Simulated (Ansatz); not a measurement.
System: Y-vacancy pair (Y on one host Hf site, one O site vacant) in monoclinic HfO2 (charge state +1). Calculation: PBE, PAW (plane waves to 420 eV; Ansatz, a quantum-chemistry and plane-wave program).

Cell of 96 host sites held at the relaxed PBE lattice; the Γ point alone; Fermi-Dirac width 0.01 eV, spin-restricted; finite-size errors left in. No zero-point or tunnelling terms. Spin-orbit coupling is left out. The charge state is imposed; whether it is stable for some Fermi level was not computed. Forms of the defect that were not tried may lie lower. The start lies 0.066 eV above the lowest site run (PBE).

Barriers: single points on a 2×2×2 k-point mesh shifted by half a step at the bands' geometries.

The step: a nearby O atom hops onto the vacant site (Y-vacancy distance between ideal sites 2.05 → 2.27 Å). Atoms about the jump, Cartesian Å from the middle of the jump, before and after:

```tsv
atom	x0	y0	z0	x1	y1	z1
O1	1.00	0.25	0.41	-1.00	-0.25	-0.41
Hf2	-0.31	-0.90	1.54	-0.55	-0.92	1.46
Y3	0.14	1.49	-1.31	0.01	1.45	-1.34
O4	0.67	-2.34	0.18	0.76	-2.27	0.17
O5	-2.07	-1.81	0.93	-2.21	-1.92	1.15
Hf6	-3.08	-1.35	-0.87	-2.84	-1.24	-0.83
O7	-1.54	0.68	2.02	-1.61	0.69	2.13
O8	1.74	0.20	-2.30	1.71	0.18	-2.21
Hf9	2.29	-1.25	-0.84	2.41	-1.36	-0.92
O10	-1.64	-2.61	-1.60	-1.66	-2.76	-1.52
O11	-0.80	0.52	-3.09	-0.73	0.67	-3.30
```

Task: Give the saddle-point geometry and the barrier.

Result: 
```json
[
 {"atom": "O1", "x": "-0.38", "y": "-0.25", "z": "-0.28"},
 {"atom": "Hf2", "x": "-0.54", "y": "-0.92", "z": "1.53"},
 {"atom": "Y3", "x": "0.05", "y": "1.50", "z": "-1.36"},
 {"atom": "O4", "x": "0.79", "y": "-2.47", "z": "0.20"},
 {"atom": "O5", "x": "-2.20", "y": "-1.90", "z": "1.05"},
 {"atom": "Hf6", "x": "-2.96", "y": "-1.32", "z": "-0.85"},
 {"atom": "O7", "x": "-1.64", "y": "0.66", "z": "2.15"},
 {"atom": "O8", "x": "1.74", "y": "0.20", "z": "-2.27"},
 {"atom": "Hf9", "x": "2.30", "y": "-1.34", "z": "-0.89"},
 {"atom": "O10", "x": "-1.65", "y": "-2.70", "z": "-1.54"},
 {"atom": "O11", "x": "-0.76", "y": "0.64", "z": "-3.26"}
]
```
It lies 1.32 eV above the start and 0.32 eV above the end. The saddle point's order was not checked.
